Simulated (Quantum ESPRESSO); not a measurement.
Quantum ESPRESSO run on LaAl3Au (I4mm, 5 atoms in the cell): self-consistent single point.

Method of the run: PBEsol, GBRV 1.5 ultrasoft (PBESOL) pseudopotentials (plane waves; Quantum ESPRESSO).

```yaml
crystal:
  lattice:
    - [-2.19956, 2.19956, 5.50630]
    - [2.19956, -2.19956, 5.50630]
    - [2.19956, 2.19956, -5.50630]
  atoms:
    - { symbol: La, position: [0.98908, 0.98908, 0.00000] }
    - { symbol: Al, position: [0.39835, 0.39835, 0.00000] }
    - { symbol: Al, position: [0.25027, 0.75027, 0.50000] }
    - { symbol: Al, position: [0.75027, 0.25027, 0.50000] }
    - { symbol: Au, position: [0.62802, 0.62802, 0.00000] }
```

Reference input (self-consistent single point, DFT, PBEsol, plane waves, GBRV 1.5 ultrasoft (PBESOL) pseudopotentials): ecutwfc = 40 Ry; ecutrho = 320 Ry; occupations = smearing; smearing = fermi-dirac; degauss = 0.0073499 Ry; potentials = {La: la_pbesol_v1.uspp.F.UPF, Al: al_pbesol_v1.uspp.F.UPF, Au: au_pbesol_v1.uspp.F.UPF}; K_POINTS = automatic 9 9 9 0 0 0; conv_thr = 1e-09 Ry. This run's input differs from it in these lines:

```diff
@@ -33,3 +33,3 @@
 K_POINTS automatic
-9 9 9  0 0 0
+5 5 5  0 0 0
 CELL_PARAMETERS angstrom
```

Log, with long lists cut:

```
     Self-consistent Calculation

     iteration #  1     ecut=    40.00 Ry     beta= 0.70

---- Real-time Memory Report at c_bands before calling an iterative solver
           684 MiB given to the printing process from OS
            85 MiB allocation reported by mallinfo(arena+hblkhd)
------------------

     negative rho (up, down):  4.901E-02 0.000E+00

     total energy              =    -236.61409936 Ry
     estimated scf accuracy    <       0.85287332 Ry

     iteration #  2     ecut=    40.00 Ry     beta= 0.70

---- Real-time Memory Report at c_bands before calling an iterative solver
   [... lines left out ...]
           144 MiB allocation reported by mallinfo(arena+hblkhd)
------------------
     c_bands:  1 eigenvalues not converged

     negative rho (up, down):  5.777E-02 0.000E+00

     total energy              =    -237.17463110 Ry
     estimated scf accuracy    <          4.4E-09 Ry

     iteration # 14     ecut=    40.00 Ry     beta= 0.70

---- Real-time Memory Report at c_bands before calling an iterative solver
           731 MiB given to the printing process from OS
           144 MiB allocation reported by mallinfo(arena+hblkhd)
------------------

     negative rho (up, down):  5.777E-02 0.000E+00
     End of self-consistent calculation

     the Fermi energy is     9.6524 ev

!    total energy              =    -237.17463110 Ry
     estimated scf accuracy    <          7.8E-11 Ry
     smearing contrib. (-TS)   =      -0.00298026 Ry
     internal energy E=F+TS    =    -237.17165084 Ry

     convergence has been achieved in  14 iterations

     negative rho (up, down):  5.777E-02 0.000E+00

     Forces acting on atoms (cartesian axes, Ry/au):

     atom    1 type  1   force =    -0.00000000   -0.00000000    0.00481860
     atom    2 type  2   force =     0.00000000    0.00000000    0.00398928
     atom    3 type  2   force =     0.00000000    0.00000000   -0.00436052
     atom    4 type  2   force =     0.00000000    0.00000000   -0.00436052
     atom    5 type  3   force =     0.00000000    0.00000000   -0.00008683

     Total force =     0.008785     Total SCF correction =     0.000009

     negative rho (up, down):  5.777E-02 0.000E+00
          total   stress  (Ry/bohr**3)                   (kbar)     P=      -36.90
  -0.00024038   0.00000000  -0.00000000          -35.36        0.00       -0.00
   0.00000000  -0.00024038  -0.00000000            0.00      -35.36       -0.00
  -0.00000000  -0.00000000  -0.00027175           -0.00       -0.00      -39.98

   JOB DONE.
```

The run converged in 14 iterations. Against the reference run the free energy is nearly the same (within 1 meV/atom), the pressure stays at -3.69 GPa and the largest force goes from 0.093 to 0.124 eV/Å.

The starting cell comes from a database of computed structures (which also holds hypothetical and non-ambient phases and stackings), without a prior relaxation at this level. Its lattice was rescaled by a random factor within 2.5 % of one. Spin-orbit coupling is off. With a pressure of about -4 GPa the cell is away from its equilibrium volume at this level.

Cost on one core of a shared machine: roughly 3 min.
